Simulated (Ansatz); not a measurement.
Take GaN in the wurtzite structure (space group P6_3mc, No. 186; a = 3.152 Å, c = 5.138 Å) as the base. Axes: x lies along a and z along c of the hexagonal cell.

Method: Kohn–Sham DFT with the LDA functional, run in Ansatz (an electronic-structure program) with PAW and 420 eV plane waves, no spin-orbit coupling.

Base values:

| Item | Result |
|---|---|
| Valence-band top at Γ | 0.00, 0.00, -0.05 eV |
| Band gap | 2.13 eV |
| Pressure | 0.00 GPa |

One thing is altered: uniaxial strain ε_zz = +3.00 %, all other strain components held at zero; the atoms relax in the strained cell.

Problem. What happens to the valence-band top at Γ, energy relative to the base, band gap and pressure?

Solution. The valence-band top at Γ (three highest levels, from the VBM) goes from 0.00, 0.00, -0.05 eV to 0.00, 0.00, -0.23 eV; the energy increases by 12 meV/atom; the band gap shrinks by 0.33 eV (2.13 eV → 1.80 eV); the pressure (mean of the normal stresses, compression positive) goes from zero to -5.60 GPa.

Whether these cells are dynamically stable was not tested.
